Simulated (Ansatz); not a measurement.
Take AlCr2C (space group P6_3/mmc, No. 194; non-magnetic) as the base.

```yaml
crystal:
  lattice:
    - [2.81187, 0.00000, 0.00000]
    - [-1.40594, 2.43515, 0.00000]
    - [0.00000, 0.00000, 12.59958]
  atoms:
    - { symbol: Al, position: [0.33333, 0.66667, 0.75000] }
    - { symbol: Al, position: [0.66667, 0.33333, 0.25000] }
    - { symbol: Cr, position: [0.33333, 0.66667, 0.08440] }
    - { symbol: Cr, position: [0.66667, 0.33333, 0.58440] }
    - { symbol: Cr, position: [0.66667, 0.33333, 0.91560] }
    - { symbol: Cr, position: [0.33333, 0.66667, 0.41560] }
    - { symbol: C, position: [0.00000, 0.00000, 0.00000] }
    - { symbol: C, position: [0.00000, 0.00000, 0.50000] }
```

All numbers come from plane-wave PAW DFT at the PBEsol level (Ansatz, an electronic-structure program, 420 eV), no spin-orbit coupling, earlier PAW set.

One change was made to it. Results:

| quantity | base | after |
|---|---|---|
| density | 5.50 g/cm³ | 5.63 g/cm³ |
| c/a ratio | 4.481 | 4.484 |
| shortest interatomic distance | 1.941 Å | 1.931 Å |

Problem. Name the change that was made.
A. pressure 5 GPa
B. pressure 0.7 GPa
C. pressure 1.5 GPa

Solution. A, pressure 5 GPa. For comparison, the density in the other runs: pressure 0.7 GPa gives 5.52 g/cm³; pressure 1.5 GPa gives 5.54 g/cm³.

Load acts through the strain it causes; cell and atoms are relaxed under it. Stability against distortions was not tested. No other phases were tried under pressure. Seeded moments were not kept for the base. The final runs are not spin-polarised.
